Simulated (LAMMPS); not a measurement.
Atomistic model of a symmetric tilt boundary about [001] in Si (diamond structure), boundary plane (310) of one grain on (3-10) of the other.

All values are model results, not measurements: classical force field (static), pair style tersoff, file SiC_Erhart-Albe.tersoff, run in LAMMPS.

Starting crystal:

Si has the cubic space group Fd-3m, origin choice 1 (No. 227), the diamond structure, Pearson symbol cF8. Cell: a = 5.429 Å, b = 5.429 Å, c = 5.429 Å, α = 90.00°, β = 90.00°, γ = 90.00°. Si on 8b sees 4 Si at 2.351 Å (tetrahedral). (Neighbours: up to the widest gap in distance over summed covalent radii, below 1.35, at either atom.)

Problem. Predict the boundary energy (lowest found), the disorientation (full cubic symmetry), the excess volume.

Solution. boundary energy (lowest found): 0.872 J/m²; disorientation (full cubic symmetry): 36.87 °; excess volume: 0.14 Å.
